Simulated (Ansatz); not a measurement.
This concerns the energy of the reaction as written. Reaction: 3 cell B → cell A. A negative value means that the right-hand side lies lower.

Cell A: a sheet of composition Y3, 3 atoms, hexagonal cell of 6.62 Å (37.9 Å²), symmetry P6/mmm, 0.0 Å thick under 16 Å of vacuum, in-plane vectors relaxed; planes from bottom to top: Y3, all atoms in one plane; a model cell; spin state with PBE: no moments, k-point mesh 12×12×1.
```xyz
3
Lattice="6.6158 0.0000 0.0000 -3.3079 5.7295 0.0000 0.0000 0.0000 16.0000" Properties=species:S:1:pos:R:3 pbc="T T T"
Y      3.3079     0.0000     8.0000
Y     -1.6540     2.8647     8.0000
Y      1.6540     2.8647     8.0000
```

Cell B: a sheet of composition Y, 1 atom, hexagonal cell of 3.44 Å (10.2 Å²), symmetry P6/mmm, 0.0 Å thick under 16 Å of vacuum, in-plane vectors relaxed; planes from bottom to top: Y; a model cell; spin state with PBE: net moment 1.2 μB a cell, k-point mesh 24×24×1.
```yaml
crystal:
  lattice:
    - [3.43689, 0.00000, 0.00000]
    - [-1.71845, 2.97644, 0.00000]
    - [0.00000, 0.00000, 16.00000]
  atoms:
    - { symbol: Y, position: [0.00000, 0.00000, 0.50000] }
```

All numbers come from Ansatz (a quantum-chemistry and plane-wave program), plane waves with PAW, its default PAW set, cutoff 420 eV. The structures are at rest with PBE. Neutral cells; Fermi-Dirac smearing of at most 0.10 eV in the solids, energies taken to zero width. A dispersion term (D3(BJ), or D4 for r2SCAN) was computed beside these levels and is taken off wherever the name lacks it. No zero-point or thermal terms. No search over spin orders was made beyond those shown. The cells' k-point meshes differ in density, so the last digit is unsettled. Small moments in a metal shrink under a smearing of 0.1 eV, so the spin state is less sure. Cell A has symmetry P6/mmm and got no random move, so less symmetric positions, which may lie lower, weren't tried. Cell B has symmetry P6/mmm and got no random move, so less symmetric positions, which may lie lower, weren't tried.

Question: What value does PBE give?

Answer: 1.97 eV, for 3 cell B → cell A.
